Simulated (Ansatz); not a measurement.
Here is the system:

```xyz
9
Lattice="3.5871 0.0000 0.0000 1.7936 3.1066 0.0000 0.0000 0.0000 29.0130" Properties=species:S:1:pos:R:3 pbc="T T T"
S      3.5871     2.0710     7.4908
Zr     0.0000     0.0000     8.9555
S      1.7936     1.0355    10.4200
S      3.5871     2.0710    13.0441
Zr     0.0000     0.0000    14.5065
S      1.7936     1.0355    15.9689
S      3.5871     2.0710    18.5930
Zr     0.0000     0.0000    20.0575
S      1.7936     1.0355    21.5223
```

A single point on ZrS2 with a change (3 layers), its geometry relaxed with PBEsol-D3(BJ).

Computed with PBEsol in Ansatz (plane waves to 420 eV, PAW, with spin-orbit coupling). Γ-centred 11×11×1 mesh, Fermi–Dirac width 0.05 eV. The cell is a slab with vacuum along z.

Task: Predict the gap character.

Result: Indirect, Γ → M.

Task: Predict the valence-band top at Γ (three highest Kramers pairs, from the VBM).

Result: 0.00, -0.04, -0.08 eV.

Task: Predict the width of the top valence band.

Result: 1.50 eV.

Task: Predict the hole mass (in plane).

Result: 0.24 mₑ (at Γ).

Single points use the geometry relaxed with PBEsol-D3(BJ). Masses are band curvatures over ±0.01 Å⁻¹ around the edge. Stability against distortions was not tested. The cell was made from ZrS$_{2}$ in the CdI2 type structure (space group P-3m1, No. 164; layered, stacked along the Cartesian z axis) by this change: a free-standing slab of 3 layers (9 atoms, 3 a layer) is cut normal to the stacking axis, with 15 Å of vacuum and the in-plane cell relaxed.

Ansatz is a quantum-chemistry and plane-wave program.
